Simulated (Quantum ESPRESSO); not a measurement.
Input and output of a self-consistent single point for SrC2 (P1, 6 atoms in the cell) (Quantum ESPRESSO).

Level of theory: LDA (PZ), GBRV 1.5 ultrasoft (LDA) pseudopotentials (plane waves; Quantum ESPRESSO).

The change in words: atoms moved at random. Reference geometry:
```
SrC2
1.0
    3.52913    -2.21584     0.00000
    3.52913     2.21584     0.00000
   -2.38547     0.00000     7.41439
Sr C
2 4
Direct
  0.17883   0.82117   0.75000
  0.82117   0.17883   0.25000
  0.42227   0.12839   0.55761
  0.57773   0.87161   0.44239
  0.87161   0.57773   0.94239
  0.12839   0.42227   0.05761
```

Reference input (self-consistent single point, DFT, LDA (PZ), plane waves, GBRV 1.5 ultrasoft (LDA) pseudopotentials): ecutwfc = 40 Ry; ecutrho = 200 Ry; occupations = fixed; potentials = {Sr: sr_lda_v1.uspp.F.UPF, C: c_lda_v1.2.uspp.F.UPF}; K_POINTS = automatic 6 6 3 0 0 0; nbnd = 22; conv_thr = 1e-10 Ry. This run's input differs from it in these lines:

```diff
@@ -24,8 +24,8 @@
 ATOMIC_POSITIONS crystal
-Sr    0.17883000    0.82117000    0.75000000
-Sr    0.82117000    0.17883000    0.25000000
-C     0.42227000    0.12839000    0.55761000
-C     0.57773000    0.87161000    0.44239000
-C     0.87161000    0.57773000    0.94239000
-C     0.12839000    0.42227000    0.05761000
+Sr    0.16408300    0.81697700    0.74911800
+Sr    0.79902200    0.18523200    0.24139400
+C     0.44128300    0.12321700    0.56198400
+C     0.58008000    0.87176300    0.45003400
+C     0.87705300    0.57975400    0.93792800
+C     0.13847900    0.42305700    0.05954200
 K_POINTS automatic
```

Log, with long lists cut:

```
     Self-consistent Calculation

     iteration #  1     ecut=    40.00 Ry     beta= 0.70

     negative rho (up, down):  1.283E-01 0.000E+00

     total energy              =    -185.90458746 Ry
     estimated scf accuracy    <       1.49066703 Ry

     iteration #  2     ecut=    40.00 Ry     beta= 0.70

     negative rho (up, down):  1.309E-01 0.000E+00

     total energy              =    -186.31225119 Ry
     estimated scf accuracy    <       0.66112129 Ry

     iteration #  3     ecut=    40.00 Ry     beta= 0.70

     negative rho (up, down):  1.315E-01 0.000E+00

     total energy              =    -186.44954949 Ry
     estimated scf accuracy    <       0.01349624 Ry

   [... 8 blocks of this kind left out ...]

     iteration # 12     ecut=    40.00 Ry     beta= 0.70

     negative rho (up, down):  1.317E-01 0.000E+00

     total energy              =    -186.45684534 Ry
     estimated scf accuracy    <          4.5E-10 Ry

     iteration # 13     ecut=    40.00 Ry     beta= 0.70

     negative rho (up, down):  1.317E-01 0.000E+00
     End of self-consistent calculation

     highest occupied, lowest unoccupied level (ev):     4.0591    6.1168

!    total energy              =    -186.45684534 Ry
     estimated scf accuracy    <          5.6E-11 Ry

     convergence has been achieved in  13 iterations

     negative rho (up, down):  1.317E-01 0.000E+00

     Forces acting on atoms (cartesian axes, Ry/au):

     atom    1 type  1   force =     0.01171720   -0.00698054   -0.00830122
     atom    2 type  1   force =     0.00642574   -0.01015331    0.02000218
     atom    3 type  2   force =     0.01304522    0.13179003    0.12204745
     atom    4 type  2   force =    -0.01751408   -0.12582270   -0.13388397
     atom    5 type  2   force =     0.00098890   -0.07350582    0.08055097
     atom    6 type  2   force =    -0.01466298    0.08467234   -0.08041541

     Total force =     0.305025     Total SCF correction =     0.000011

     negative rho (up, down):  1.317E-01 0.000E+00
          total   stress  (Ry/bohr**3)                   (kbar)     P=      -25.26
  -0.00023504   0.00003707   0.00003167          -34.58        5.45        4.66
   0.00003707  -0.00013613   0.00039045            5.45      -20.03       57.44
   0.00003167   0.00039045  -0.00014397            4.66       57.44      -21.18

   JOB DONE.
```

The run converged in 13 iterations. Against the reference run the free energy goes up by 38.1 meV/atom, the pressure goes from -3.51 to -2.53 GPa, the largest force goes from 0.196 to 4.745 eV/Å and the gap on the mesh goes from 2.100 to 2.058 eV.

The starting cell comes from a database of computed structures (which also holds hypothetical and non-ambient phases and stackings), without a prior relaxation at this level. For this run, on top of that: atoms moved at random. Forces in this geometry exceed 1 eV/Å.

Cost on one core of a shared machine: roughly 60 s.
